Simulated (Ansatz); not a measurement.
Levels about the gap of amorphous Al$_{32}$O$_{24}$N$_{16}$ (72 atoms in a cell of 866 Å³, 2.82 g/cm³; zone centre alone, so wide bands show as single levels with stretches between that a denser mesh fills), at the geometry that PBE relaxed, where it gives -2.8 GPa on a denser mesh. The participation number counts the atoms over which a state spreads; weights are charges in smoothed Voronoi cells. The levels come from a single point, so bond lengths are those of that geometry. Method of the levels: PBE, scalar-relativistic without spin-orbit coupling (Ansatz, an electronic-structure program). Sampling: the zone centre alone; Fermi-Dirac width 0.02 eV; no spin polarisation. At PBE the levels at the filled edge of the gap are localised (band-tail or defect states), and the nearest spread-out levels lie 2.8 eV apart at the zone centre.

It comes from a melt-quench run on a machine-learned potential (CHGNet), relaxed afterwards by DFT. O and N atoms were pushed apart under 1.9 Å during the dynamics, to hinder bonds among them. The hot cell started wider than the set density and was brought back towards it in steps. It is the lowest in DFT energy of 2 quenches. It is a model cell: composition and starting density were chosen by hand, and all elements were melted together. No dispersion term was used. Its density started from a set value of 2.82 and ended at 2.82 g/cm³. The simulated quench (nominally 590 K/ps over its main leg) is rapid and tends to freeze in more defects than a deposited or slowly cooled glass has. One small periodic cell is one sample of the glass; other quenches scatter about these values. The volume was held where the preparation left it and the shape relaxed, at a PBE pressure of -2.8 GPa (tension). Stress components on the final sampling reach 2.9 GPa.

```csv
"E - E(highest filled), eV",filling,participation number,largest on,weight N,weight O,weight Al
-0.82,filled,13.2,"N, 4 neighbours",0.60,0.27,0.12
-0.78,filled,10.2,"O, 3 neighbours",0.32,0.59,0.09
-0.68,filled,13.3,"N, 4 neighbours",0.65,0.22,0.13
-0.63,filled,7.6,"N, 3 neighbours",0.65,0.23,0.12
-0.42,filled,4.4,"N, 4 neighbours",0.75,0.14,0.11
-0.15,filled,5.0,"N, 3 neighbours",0.68,0.21,0.11
0.00,filled,4.0,"N, 3 neighbours",0.76,0.13,0.11
2.15,empty,59.2,"Al, 3 neighbours",0.23,0.31,0.46
3.97,empty,14.5,"Al, 3 neighbours",0.26,0.24,0.50
4.14,empty,21.5,"Al, 3 neighbours",0.25,0.23,0.52
4.24,empty,26.2,"Al, 4 neighbours",0.24,0.30,0.47
4.48,empty,36.7,"Al, 5 neighbours",0.20,0.34,0.46
4.63,empty,40.9,"Al, 4 neighbours",0.23,0.27,0.50
4.67,empty,51.5,"Al, 3 neighbours",0.26,0.28,0.47
```

Most localised among these is the filled level at +0.00 eV, on a N atom, which has 3 neighbours (Al 1.78 Å, Al 1.83 Å, Al 1.83 Å).
